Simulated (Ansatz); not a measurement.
Consider Re in the hcp (Mg type) structure (space group P6_3/mmc, No. 194).

```
CELL_PARAMETERS angstrom
      2.75787     0.00000     0.00000
     -1.37894     2.38839     0.00000
      0.00000     0.00000     4.46284
ATOMIC_POSITIONS crystal
  Re 0.33333 0.66667 0.75000
  Re 0.66667 0.33333 0.25000
```

The values are results of r2SCAN, PAW, 500 eV (Ansatz, a first-principles code; without spin-orbit coupling), not measurements.

One change was made to it. Results:

The density drops by 16.444 g/cm³ (21.04 g/cm³ → 4.59 g/cm³); the c/a ratio shrinks by 0.039 (1.618 → 1.579); the shortest interatomic distance goes up by 0.131 Å (2.741 Å → 2.872 Å).

Problem. Name the change that was made.
(A) Re → Ta
(B) Re → W
(C) Re → Ti

Solution. C, Re → Ti. For comparison, the density in the other runs: Re → W gives 18.72 g/cm³; Re → Ta gives 16.26 g/cm³.

Stability against distortions was not tested. For W and Ta in this form, whether it has been made was not checked. The final runs are not spin-polarised. This is not the structure that W has at room temperature and ambient pressure. This is not the structure that Ta has at room temperature and ambient pressure.
